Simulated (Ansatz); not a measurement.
The starting structures come from a database of crystals and need not be the phases stable at ambient conditions.

 Where the default PAW files enter, the runs use the earlier of Ansatz's two default sets.

The decay constant κ of evanescent states in the gap governs leakage through a thin film.

```
N2OSi2
1.0
    5.22786     0.00000     0.00000
   -2.33038     4.67973     0.00000
    0.00000     0.00000     4.71285
Si N O
4 4 2
Direct
  0.67242   0.02668   0.27070
  0.32758   0.97332   0.77070
  0.02668   0.67242   0.27070
  0.97332   0.32758   0.77070
  0.65712   0.09564   0.61502
  0.34288   0.90436   0.11502
  0.09564   0.65712   0.61502
  0.90436   0.34288   0.11502
  0.79128   0.79128   0.22129
  0.20872   0.20872   0.72129
```

Space group of this cell: Cmc2_1. The cell is strained (lengths along the current scaled by 0.97, ions clamped); by PBEsol its mean pressure is 9.5 GPa.

Transport runs along the normal of the first two printed cell vectors.

The gap is the functional's own, uncorrected, and κ follows it; spin-orbit coupling is left out. Mid-gap values are interpolated between the computed energies.

Problem. Give the band gap and the smallest decay constant κ at mid-gap that PBEsol (Ansatz, a first-principles code) yields.

Solution. Gap 5.24 eV on a 6×6×6 mesh; κ = 0.410 1/Å, at the zone centre.
